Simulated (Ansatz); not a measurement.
Worked example: self-consistent single point of a (110) slab of Hf (cut from a parent of space group no. 194; 20 atoms in the cell) in Ansatz (a first-principles code).

Method: LDA (PW92), PAW files made with PBE (plane waves; Ansatz).

The change in words: vacuum of 8 angstrom (first run: 14 Å). Reference geometry:
```
Hf
1.0
    5.37718     0.00000     0.00000
    0.00000     9.98880     0.00000
    0.00000     0.00000    20.36440
Hf
20
Direct
  0.91667   0.00000   0.34374
  0.91667   0.50000   0.34374
  0.25000   0.75000   0.34374
  0.58333   0.25000   0.34374
  0.41667   0.00000   0.42187
  0.41667   0.50000   0.42187
  0.75000   0.75000   0.42187
  0.08333   0.25000   0.42187
  0.91667   0.00000   0.50000
  0.91667   0.50000   0.50000
  0.25000   0.75000   0.50000
  0.58333   0.25000   0.50000
  0.41667   0.00000   0.57813
  0.41667   0.50000   0.57813
  0.75000   0.75000   0.57813
  0.08333   0.25000   0.57813
  0.91667   0.00000   0.65626
  0.91667   0.50000   0.65626
  0.25000   0.75000   0.65626
  0.58333   0.25000   0.65626
```

Reference input (self-consistent single point, DFT, LDA (PW92), plane waves, PAW files made with PBE): basis.ecutwfc = 420 eV; kpoints.mp_grid.grid = 5 3 1; hamiltonian.xc = lda; hamiltonian.pseudopotentials = {kind: paw} (the program's default PAW files); scf.occupations.method = gaussian; scf.occupations.width = 0.1 eV. This run's input differs from it in these lines:

Ansatz 0.2 input:
```diff
@@ -5,12 +5,12 @@
     - [0.000000, 9.988805, 0.000000]
-    - [0.000000, 0.000000, 20.364400]
+    - [0.000000, 0.000000, 14.364404]
   atoms:
-    - { symbol: Hf, position: [0.916667, 0.000000, 0.343737] }
-    - { symbol: Hf, position: [0.916667, 0.500000, 0.343737] }
-    - { symbol: Hf, position: [0.250000, 0.750000, 0.343737] }
-    - { symbol: Hf, position: [0.583333, 0.250000, 0.343737] }
-    - { symbol: Hf, position: [0.416667, 0.000000, 0.421869] }
-    - { symbol: Hf, position: [0.416667, 0.500000, 0.421869] }
-    - { symbol: Hf, position: [0.750000, 0.750000, 0.421869] }
-    - { symbol: Hf, position: [0.083333, 0.250000, 0.421869] }
+    - { symbol: Hf, position: [0.916667, 0.000000, 0.278466] }
+    - { symbol: Hf, position: [0.916667, 0.500000, 0.278466] }
+    - { symbol: Hf, position: [0.250000, 0.750000, 0.278466] }
+    - { symbol: Hf, position: [0.583333, 0.250000, 0.278466] }
+    - { symbol: Hf, position: [0.416667, 0.000000, 0.389234] }
+    - { symbol: Hf, position: [0.416667, 0.500000, 0.389234] }
+    - { symbol: Hf, position: [0.750000, 0.750000, 0.389234] }
+    - { symbol: Hf, position: [0.083333, 0.250000, 0.389234] }
     - { symbol: Hf, position: [0.916667, 0.000000, 0.500000] }
@@ -19,10 +19,10 @@
     - { symbol: Hf, position: [0.583333, 0.250000, 0.500000] }
-    - { symbol: Hf, position: [0.416667, 0.000000, 0.578131] }
-    - { symbol: Hf, position: [0.416667, 0.500000, 0.578131] }
-    - { symbol: Hf, position: [0.750000, 0.750000, 0.578131] }
-    - { symbol: Hf, position: [0.083333, 0.250000, 0.578131] }
-    - { symbol: Hf, position: [0.916667, 0.000000, 0.656263] }
-    - { symbol: Hf, position: [0.916667, 0.500000, 0.656263] }
-    - { symbol: Hf, position: [0.250000, 0.750000, 0.656263] }
-    - { symbol: Hf, position: [0.583333, 0.250000, 0.656263] }
+    - { symbol: Hf, position: [0.416667, 0.000000, 0.610766] }
+    - { symbol: Hf, position: [0.416667, 0.500000, 0.610766] }
+    - { symbol: Hf, position: [0.750000, 0.750000, 0.610766] }
+    - { symbol: Hf, position: [0.083333, 0.250000, 0.610766] }
+    - { symbol: Hf, position: [0.916667, 0.000000, 0.721534] }
+    - { symbol: Hf, position: [0.916667, 0.500000, 0.721534] }
+    - { symbol: Hf, position: [0.250000, 0.750000, 0.721534] }
+    - { symbol: Hf, position: [0.583333, 0.250000, 0.721534] }
 basis:
```

Output, abridged:

```
SCF iter   1: F=—  HF=-309550.714336 eV  |F-HF|=—  |Δ(HF+E_count)|=         —  Δρ=4.05e-2  dr2=1.76e2  ethr=3.10e-3  ⟨swp⟩=5.5  Hψ=5735  notcnv=0  defer=23
all-band conjugate gradients solve this SCF's bands
preconditioner: auto → LDOS
SCF iter   2: F=—  HF=-309551.055851 eV  |F-HF|=—  |Δ(HF+E_count)|=   3.42e-1  Δρ=5.18e-2  dr2=3.23e2  ethr=3.10e-3  ⟨swp⟩=4.0  Hψ=3970  notcnv=0  defer=224
   [... lines left out ...]
SCF iter   9: F=—  HF=-309534.119112 eV  |F-HF|=—  |Δ(HF+E_count)|=   3.95e-5  Δρ=4.22e-5  dr2=1.60e-4  ethr=1.29e-7  ⟨swp⟩=2.0  Hψ=2691  notcnv=0  defer=218
SCF iter  10: F=—  HF=-309534.119064 eV  |F-HF|=—  |Δ(HF+E_count)|=   4.77e-5  Δρ=1.67e-5  dr2=9.00e-6  ethr=3.08e-8  ⟨swp⟩=2.0  Hψ=2788  notcnv=0  defer=218
SCF iter  11: F=—  HF=-309534.118903 eV  |F-HF|=—  |Δ(HF+E_count)|=   1.62e-4  Δρ=7.48e-6  dr2=4.58e-7  ethr=1.73e-9  ⟨swp⟩=2.3  Hψ=3217  notcnv=0  defer=218
SCF iter  12: F=-309534.118903 eV  HF=-309534.118903 eV  |F-HF|=2.58e-8  |Δ(HF+E_count)|=   1.10e-7  Δρ=2.85e-6  dr2=8.79e-8  ethr=1.92e-11  ⟨swp⟩=15.7  Hψ=11600  notcnv=0
SCF 1 converged in 12 iterations: F = -309534.118903 eV  dr2 = 8.79e-8
Free energy (F): -309534.118903 eV
Internal energy: -309534.008238 eV  (E = F + TS)
E sigma→0 (E₀):  -309534.063571 eV
Entropy (-TS):   -0.110665 eV (-5.533 meV/atom)
Fermi energy:    8.914639 eV
--- Forces (eV/Å), atoms counted from 1 ---
  atom   1  Hf     0.00000000     0.00000000     1.14649489
  atom   2  Hf     0.00000000     0.00000000     1.14649489
  atom   3  Hf     0.78766778     0.00000000     1.06225945
  atom   4  Hf    -0.78766778     0.00000000     1.06225945
  atom   5  Hf     0.00000000     0.00000000    -0.35832736
  atom   6  Hf     0.00000000     0.00000000    -0.35832736
  atom   7  Hf    -0.28321780     0.00000000    -0.20507184
  atom   8  Hf     0.28321780     0.00000000    -0.20507184
   [... lines left out ...]
  atom  20  Hf    -0.78766778     0.00000000    -1.06225945
--- Stress (GPa, compression-positive) ---
       -5.517373       0.000000       0.000000
        0.000000      -4.370690       0.000000
        0.000000       0.000000      -5.179178
  P = ⅓ Tr σ = -5.0224 GPa (-50.224 kbar)
  The stress holds the Pulay correction. Without it, at fixed plane waves, as pw.x and ABINIT print it: P = -5.0408 GPa
```

The run converged in 12 iterations. Against the reference run the free energy drops by 1.2 meV/atom and the largest force hardly changes (1.326 to 1.322 eV/Å).

The starting cell was generated: these elements placed on a structure prototype, without a prior relaxation; it need not be a known phase or ordering of this composition. The slab is cut from that crystal, and its faces are unrelaxed. Its lattice was rescaled in the plane by a random factor within 2.5 % of one. Spin-orbit coupling is off. Forces in this geometry exceed 1 eV/Å.

Cost on one core of a shared machine: roughly 60 s.
